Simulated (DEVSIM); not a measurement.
System: Cr/SiO2/p-Si capacitor, at 250 K.

Layer 1 from the left is SiO2, thickness (nm) 2.20. Layer 2 from the left is Si, thickness (nm) 10000, Na (cm⁻³) 6.6e14.

Metal gate on the left, work function 4.5 eV. Fixed charge at the semiconductor interface 9.4e11 cm⁻² (in units of +e); interface traps 1.2e11 cm⁻² eV⁻¹, uniform in energy, neutral level at 0.5 of the gap above the valence band.

Constants are typed, rounded textbook-type inputs, not results; the design itself was drawn at random and stands for no fabricated device. Values at 300 K; Nc and Nv go as T^1.5, mobilities as T to minus their exponent, the gap by Varshni's rule with the affinity fixed.

SiO2: gap (eV) 9, affinity (eV) 0.9, permittivity 3.9. Si: gap (eV) 1.124, affinity (eV) 4.05, permittivity 11.7, Nc (cm⁻³) 2.86e19, Nv (cm⁻³) 3.1e19, Varshni α (eV/K) 0.000473, Varshni β (K) 636.

Simulated with DEVSIM: 1D Poisson equation in equilibrium, Boltzmann statistics, complete ionisation; no quantum confinement or tunnelling. Metal contacts follow the ideal Schottky-Mott rule: no Fermi-level pinning, no interface dipoles.

Problem. What does the simulation give for the threshold voltage (band bending 2φF), the minimum of the low-frequency capacitance, the flat-band voltage?

Solution. threshold voltage (band bending 2φF) 0.14 V; minimum of the low-frequency capacitance 0.0289 μF/cm²; flat-band voltage -0.56 V.
